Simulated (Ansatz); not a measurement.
The cell is made up: elements placed on another compound's structure type, so the phase may be hypothetical.

The decay constant κ of evanescent states in the gap governs leakage through a thin film.

Here is the system:

```
CELL_PARAMETERS angstrom
      7.55127     0.00000     0.00000
     -3.77564     6.53960     0.00000
      3.77564     2.17987     3.08279
ATOMIC_POSITIONS crystal
  Al 0.75000 0.00000 0.75000
  Al 0.25000 0.75000 0.75000
  Al 0.75000 0.25000 0.25000
  Al 0.25000 0.00000 0.25000
  Al 0.50000 0.50000 0.25000
  Al 0.50000 0.50000 0.75000
  N  0.25000 0.50000 0.75000
  N  0.75000 0.75000 0.75000
  N  0.25000 0.25000 0.25000
  N  0.75000 0.50000 0.25000
  N  0.50000 0.00000 0.25000
  N  0.50000 0.00000 0.75000
```

Space group of this cell: Pm-3n. The cell was relaxed by PBE-D3(BJ); by r2SCAN its mean pressure is -1.0 GPa.

Transport runs along the normal of the first two printed cell vectors.

The gap is the functional's own. No spin-orbit coupling. Mid-gap values are interpolated on the energy grid.

Question: Predict the band gap and the smallest decay constant κ at mid-gap from r2SCAN run with Ansatz (a quantum-chemistry and plane-wave program).

Answer: Gap 3.00 eV on a 10×10×10 mesh; κ = 0.293 1/Å, at the zone centre.
